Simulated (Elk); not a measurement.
Input and output of a self-consistent single point for PtS₂ (P-3m1, 3 atoms in the cell) (Elk).

Method: LDA (PW92), all-electron FP-LAPW, Elk's shipped species files, APW+lo basis with extra local orbitals (Elk 10.2.4).

```xyz
3
Lattice="1.7911 -3.1022 0.0000 1.7911 3.1022 0.0000 0.0000 0.0000 5.1000" Properties=species:S:1:pos:R:3 pbc="T T T"
Pt     0.0000     0.0000     0.0000
S      1.7911     1.0341     1.1730
S      1.7911    -1.0341     3.9270
```

Reference input (self-consistent single point, DFT, PBE, all-electron FP-LAPW, Elk's shipped species files, APW+lo basis with extra local orbitals): xctype = 20; rgkmax = 7.5; swidth = 0.000734986 Ha; ngridk = 6 6 4; gmaxvr = 14 1/bohr; nxlo = 2; lorbcnd = true; rmtscf = 0.84; lmaxi = 2; maxscl = 100. This run's input differs from it in these lines:

```diff
@@ -2,5 +2,2 @@
   0
-
-xctype
-  20
```

Output (repeated stretches shortened):

```
│ Self-consistent loop started │
│ Loop number : 1 │
 total energy                :     -19202.6286890
│ Loop number : 2 │
 total energy                :     -19204.3485647
RMS change in Kohn-Sham potential (target) :   0.2854279134     (  0.1000000000E-05)
Absolute change in total energy (target)   :    1.719875719     (  0.1000000000E-03)
│ Loop number : 3 │
 total energy                :     -19215.5569561
RMS change in Kohn-Sham potential (target) :   0.1902490872     (  0.1000000000E-05)
Absolute change in total energy (target)   :    11.63836039     (  0.1000000000E-03)
│ Loop number : 4 │
   [... lines left out ...]
Absolute change in total energy (target)   :   0.5236084144E-03 (  0.1000000000E-03)
│ Loop number : 14 │
 total energy                :     -19232.5011292
RMS change in Kohn-Sham potential (target) :   0.2014101140E-06 (  0.1000000000E-05)
Absolute change in total energy (target)   :   0.1231758397E-03 (  0.1000000000E-03)
│ Loop number : 15 │
 total energy                :     -19232.5011335
RMS change in Kohn-Sham potential (target) :   0.1354144376E-06 (  0.1000000000E-05)
Absolute change in total energy (target)   :   0.3514932905E-04 (  0.1000000000E-03)
Convergence targets achieved

│ Loop number : 16 │

Energies :
 Fermi                       :     0.271172024501
 total energy                :     -19232.5011476

Density of states at Fermi energy :   0.5688149041E-06
 (states/Hartree/unit cell)

Estimated indirect band gap :   0.2917121952E-01
 from k-point     13 to k-point     12
Estimated direct band gap   :   0.4842979011E-01
 at k-point     12

Charges :
 core                        :    68.00000000
 valence                     :    42.00000000
 interstitial                :    7.278893869
 muffin-tins (core leakage)
  species :    1 (Pt)
   atom    1                 :    76.05695429     (  0.1597794544E-02)
  species :    2 (S)
   atom    1                 :    13.33207592     (  0.7340305541E-03)
   atom    2                 :    13.33207592     (  0.7340305541E-03)
 total in muffin-tins        :    102.7211061
 total calculated charge     :    109.9830349
 total charge                :    110.0000000
 error                       :   0.1696506126E-01

│ Self-consistent loop stopped │
```

The run converged in 16 iterations. The count includes the last loop, which Elk runs after its targets are met. Against the reference run the gap on the mesh goes from 0.893 to 0.794 eV.

The starting cell has typed, rounded lattice constants, without a prior relaxation at this level. Its lattice was rescaled by a random factor within 2.5 % of one. Spin-orbit coupling is off. Values depend on the basis (sphere radii, cutoffs, local orbitals), which need not be converged.
